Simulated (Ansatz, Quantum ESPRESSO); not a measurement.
**Code comparison for Cs (Im-3m, 1 atom in the cell)**

Self-consistent single point.

```xyz
1
Lattice="-3.1597 3.1597 3.1597 3.1597 -3.1597 3.1597 3.1597 3.1597 -3.1597" Properties=species:S:1:pos:R:3 pbc="T T T"
Cs     0.0000     0.0000     0.0000
```

Shared settings, as Ansatz (a first-principles code) writes them: kpoints.mp_grid.grid = 6 6 6; magnetization.spin_orbit = true; scf.occupations.method = fermi_dirac; scf.occupations.width = 0.05 eV. Potentials and cutoffs stand in the table.

| code | model | pressure (GPa) | cutoff |
|---|---|---|---|
| Quantum ESPRESSO | PBE, spin-orbit coupling, PSlibrary fully relativistic ultrasoft (PBE) pseudopotentials | -0.13 | 40 Ry |
| Ansatz | PBE with spin-orbit coupling, default PAW files | -0.12 | default |

The spread over the programs that give each value: pressure within 0.01 GPa.

Ansatz's pressure is given at a fixed set of plane waves, as the other plane-wave codes print theirs.

The starting cell comes from a database of computed structures (which also holds hypothetical and non-ambient phases and stackings), without a prior relaxation at this level. Its lattice was rescaled by a random factor within 2.5 % of one.

Left out of this page: ABINIT and FLEUR (failed or unconverged); Elk and SIESTA (not drawn, or without a comparable value).

Keys are those of Ansatz 0.2.
